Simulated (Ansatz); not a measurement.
**Hypothetical zinc blende AgF, pressure series**

Consider AgF in the zinc blende structure (space group F-43m, No. 216; a = 5.321 Å; a hypothetical phase, not in the database extracts checked).

Cell and atoms are relaxed at each pressure.

All numbers come from DFT with PBEsol, PAW potentials and a 420 eV plane-wave cutoff in Ansatz (a program for electronic structure), spin-orbit coupling left out.

```
variant           shortest interatomic distance     density
----------------  -----------------------------  ----------
base                                    2.304 Å  5.59 g/cm³
pressure −2 GPa                         2.340 Å           …
pressure −1 GPa                         2.321 Å           …
pressure 1.8 GPa                        2.278 Å  5.79 g/cm³
pressure 4.2 GPa                        2.249 Å  6.01 g/cm³
pressure 9 GPa                          2.204 Å  6.39 g/cm³
pressure 18 GPa                         2.144 Å  6.94 g/cm³
pressure 30 GPa                         2.089 Å           …
pressure 45 GPa                         2.040 Å  8.06 g/cm³
pressure 60 GPa                         2.002 Å           …
```

### Question
Complete the table.

### Answer

- pressure −2 GPa, density: 5.34 g/cm³
- pressure −1 GPa, density: 5.47 g/cm³
- pressure 30 GPa, density: 7.50 g/cm³
- pressure 60 GPa, density: 8.52 g/cm³

Load acts through the strain it causes; cell and atoms are relaxed under it. Stability against distortions was not tested. Competing high-pressure phases were not computed. No Hubbard U is applied, and correlation can decide whether such a compound is a metal. All final runs are without spin polarisation.
